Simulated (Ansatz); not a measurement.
Consider ZnS in the wurtzite structure (space group P6_3mc, No. 186).

```yaml
crystal:
  lattice:
    - [3.78216, 0.00000, 0.00000]
    - [-1.89108, 3.27544, 0.00000]
    - [0.00000, 0.00000, 6.20766]
  atoms:
    - { symbol: Zn, position: [0.66667, 0.33333, 0.99968] }
    - { symbol: Zn, position: [0.33333, 0.66667, 0.49968] }
    - { symbol: S, position: [0.66667, 0.33333, 0.62552] }
    - { symbol: S, position: [0.33333, 0.66667, 0.12552] }
```

Cartesian axes are those of the cell as printed.

Method: PBEsol (Ansatz, a first-principles code; PAW; 420 eV plane waves; scalar-relativistic without spin-orbit coupling).

Free-standing slabs (4 atom(s) a layer) normal to the y axis with 15 Å of vacuum; in-plane cell held at bulk.

One change was made to it. Results:

| quantity | base | after |
|---|---|---|
| band gap | 2.15 eV | 2.37 eV |
| shortest interatomic distance | 2.319 Å | 2.203 Å |
| valence-band top at Γ (three highest levels, from the VBM) | 0.00, 0.00, -0.09 eV | 0.00, -0.44, -0.45 eV |

**Question.** Name the change that was made.
A. 4 layers
B. 1 layer
C. 2 layers

**Answer.** C, 2 layers. For comparison, the band gap in the other runs: 1 layer gives 2.78 eV; 4 layers gives 2.23 eV.

Whether these cells are dynamically stable was not tested.
